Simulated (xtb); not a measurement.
xtb 6.7.1, GFN2-xTB: Ni(hfac)(amdMe)(OH2)2, charge 0, multiplicity 3, 36 atoms. The geometry is a generated start, not checked to be a minimum at this level.

```
Property                                                                                                       Result
------------------------  -------------------------------------------------------------------------------------------
method                                                                                                       GFN2-xTB
--acc                                                                                                     1 (default)
--etemp (K)                                                                                             300 (default)
detailed input (--input)  none: ANC optimiser, Lindh (1995) Hessian, microcycle=20, maxdispl=1.0, hlow=0.01 (default)
basis functions                                                                                                   108
valence electrons                                                                                                 136
```

Charge 0 and multiplicity 3 are set for this test and not shown to be the ground state. GFN-xTB has no spin term: --uhf 2 sets the occupations alone.

The structure is relaxed from this start with --opt LEVEL for the levels crude, sloppy, loose, lax, normal, tight, vtight, extreme, once each. Up to the end of the extreme run atoms move by at most 1.7 Å along an axis.

### Question
Choose the cheapest level whose final energy lies within 5 meV of that of extreme.

### Answer
tight: 83 cycles against 94, ending 0.065 meV above.

| level | cycles | energy above the extreme run (meV) | gradient norm (eV/Å) |
|---|---|---|---|
| crude | 1 | 50 | 0.18 |
| sloppy | 1 | 50 | 0.18 |
| loose | 1 | 50 | 0.18 |
| lax | 29 | 17 | 0.060 |
| normal | 41 | 14 | 0.037 |
| tight | 83 | 0.065 | 0.018 |
| vtight | 94 | under 0.01 | 0.0016 |
| extreme | 94 | — | 0.0016 |
